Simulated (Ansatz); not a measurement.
An Ansatz (a first-principles code) input (PBEsol in Ansatz (plane waves to 420 eV, PAW, no spin-orbit coupling)):

Ansatz 0.2 input:
```yaml
crystal:
  lattice:
    - [4.204210521, 0, 0]
    - [2.1021052605, 3.6409531141, 0]
    - [2.1021052605, -1.213651038, 3.3903379087]
  atoms:
    - { symbol: Al, position: [0.5, 0.25, 0.75] }
    - { symbol: Al, position: [0.5, 0.75, 0.25] }
    - { symbol: Pt, position: [0, 0, 0] }
basis: { ecutwfc: 420, ecutrho_ratio: 4, xc_grid: 2, fft_grid_basis: typed }
kpoints: { mp_grid: { grid: [17, 17, 17] } }
hamiltonian:
  xc: pbesol
  dispersion: none
  pseudopotentials: { kind: paw }
scf: { occupations: { method: fermi_dirac, width: 0.1 } }
relax: { f_tol: 0.005, max_steps: 50, cell: { stress_tol: 0.01, fix: [a, b, gamma] } }
output: { forces: true, stress: true }
checkpoint: { write: state.ck, write_every: 1000 }
```

Q: Which symmetry and how many k-points will the program report, and about how many plane waves at Γ?

A: Space group R-3m (ITA 166) with 12 operations, k-points 489 of 4913, and 965 plane waves at Γ.

Q: And the final pressure?

A: -1.10 GPa (compression positive).

The cells carry an imposed strain or load. Whether these cells are dynamically stable was not tested. The final runs are not spin-polarised. The cell was made from Al$_{2}$Pt (space group Fm-3m, No. 225) by this change: biaxial strain +0.83 %, plane normal [111], relaxed out of plane.
